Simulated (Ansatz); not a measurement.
The reference is GaN in the wurtzite structure (space group P6_3mc, No. 186).

```
GaN
1.0
    3.21837     0.00000     0.00000
   -1.60918     2.78719     0.00000
    0.00000     0.00000     5.24320
Ga N
2 2
Cartesian
  0.00000   1.85813   0.00071
  1.60918   0.92906   2.62231
  0.00000   1.85813   1.97597
  1.60918   0.92906   4.59757
```

The values are results of Ansatz (a quantum-chemistry and plane-wave program) PBE, no spin-orbit coupling, not measurements.

Before the change:

The electron mass is 0.14 mₑ along c, 0.16 mₑ across (at Γ) and the gap character is direct at Γ. The band gap is 1.71 eV.

Now apply this change: the cell is scaled by 0.9820 in all directions, atoms relaxed at fixed cell.

### Question
What does the calculation give for the electron mass, gap character and band gap after the change?

### Answer
The electron mass changes from 0.14 mₑ along c, 0.16 mₑ across (at Γ) to 0.17 mₑ along c, 0.19 mₑ across (at Γ); the gap character is still direct at Γ; the band gap increases by 0.36 eV to 2.07 eV.

The cells carry an imposed strain or load. Masses are band curvatures over ±0.01 Å⁻¹ around the edge. No phonon test of stability was made.
